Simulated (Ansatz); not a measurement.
Here is the system:

```xyz
3
Lattice="0.0000 3.6750 3.6750 3.6750 0.0000 3.6750 3.6750 3.6750 0.0000" Properties=species:S:1:pos:R:3 pbc="T T T"
K      1.8375     1.8375     1.8375
K      5.5125     5.5125     5.5125
S      0.0000     0.0000     0.0000
```

No spin polarisation.

Method: PBE, PAW, 420 eV (Ansatz, an electronic-structure program; no SOC). Settings: 8×8×8 k-points, 0.05 eV Fermi–Dirac smearing.

Problem. What space group does the calculation give?

Solution. Fm-3m (No. 225).

Problem. What width of the top valence band does the calculation give?

Solution. 0.22 eV.

Problem. Estimate the gap character.

Solution. Indirect, X → Γ.

The cells carry an imposed strain or load. Whether these cells are dynamically stable was not tested. The cell was made from K₂S in the anti-fluorite structure (space group Fm-3m, No. 225) by this change: isotropic strain −1.50 %.
